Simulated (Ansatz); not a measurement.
Base system: BaLiF₃ in the cubic perovskite structure (space group Pm-3m, No. 221; a = 3.958 Å; a cell from a computed database, its experimental status unchecked).

All numbers come from Kohn–Sham DFT with the PBEsol functional, run in Ansatz (a quantum-chemistry and plane-wave program) with PAW and 420 eV plane waves, scalar-relativistic without spin-orbit coupling.

For the base:

The lattice parameter a comes out as 3.958 Å. The hole mass comes out as 0.93, 2.9, 2.9 mₑ (at Γ).

It is then changed as follows: cell and atoms relaxed at a pressure of 1.5 GPa.

Question: What does the calculation give for the lattice parameter a and hole mass after the change?

Answer: The lattice parameter a shrinks by 0.024 Å to 3.934 Å; the hole mass (degenerate bands, along [100]) goes from 0.93, 2.9, 2.9 mₑ (at Γ) to 0.91, 2.8, 2.8 mₑ (at Γ).

The levels and masses belong to the bands next to the band gap. Load acts through the strain it causes; cell and atoms are relaxed under it. Masses are band curvatures over ±0.01 Å⁻¹ around the edge. Stability against distortions was not tested. Many cubic perovskites are stable only at high temperature; tilts and polar distortions were not tested.
